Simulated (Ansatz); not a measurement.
Rock-salt NdN was calculated with r²SCAN in Ansatz (plane waves, PAW).

A relaxed, unreconstructed slab of the (100) face has 12 atoms, two equal faces of 13.061 Å² each and an energy of -46398.8943 eV. A bulk cell of 4 atoms with the same orientation and in-plane k mesh has -15466.7401 eV. Energies are extrapolated to zero smearing.

Numerical settings: plane-wave cutoff 500 eV, 12×12×1 k mesh (along the axes of the cell as run), Fermi–Dirac smearing 0.05 eV, spin-polarised with parallel moments, scalar-relativistic PAW data made under PBE.

Worked out: γ = (E_slab − N E_bulk per atom)/2A = [-46398.8943 − 12 × (-15466.7401/4)]/(2 × 13.061) = 0.0508 eV/Å². With 16.022 J/m² per eV/Å² this is 0.81 J/m², or 0.66 eV per surface cell and face.

Note: the magnetic order was assumed, not searched for or taken from measurement; the 4f shell is treated without U or exact exchange, so its levels and filling can be wrong.

Ansatz is a first-principles code.
